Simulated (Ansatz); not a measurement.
Base system: BeS in the zinc blende structure (space group F-43m, No. 216; a = 4.796 Å). Axes: x, y, z lie along the cube axes.

All numbers come from LDA, PAW, 420 eV (Ansatz, a first-principles code; scalar-relativistic without spin-orbit coupling).

Before the change:

The electron mass is 0.80 mₑ along k, 0.28 mₑ across (at X) and the smallest direct gap is 5.49 eV. The shortest interatomic distance comes out as 2.077 Å. The valence-band top at Γ is 0.00, 0.00, 0.00 eV.

Modification: the cell is compressed by 1.00 % along z with no lateral relaxation; the atoms relax in the strained cell.

Task: Estimate the effect on the electron mass.

Result: The electron mass changes from 0.80 mₑ along k, 0.28 mₑ across (at X) to 0.78 mₑ along k, 0.28 mₑ across (at X).

Task: Estimate the effect on the smallest direct gap.

Result: The smallest direct gap decreases by 0.04 eV (5.49 eV → 5.45 eV).

Task: Predict the new shortest interatomic distance.

Result: The shortest interatomic distance decreases by 0.007 Å, from 2.077 Å to 2.070 Å.

Task: What does the calculation give for the energy relative to the base after the change?

Result: The energy grows by 0.7 meV/atom.

Task: What happens to the valence-band top at Γ?

Result: The valence-band top at Γ (three highest levels, from the VBM) changes from 0.00, 0.00, 0.00 eV to 0.00, -0.06, -0.06 eV.

Effective masses come from finite differences of ±0.01 Å⁻¹. Along k means along the line from Γ to the band edge. Whether these cells are dynamically stable was not tested.
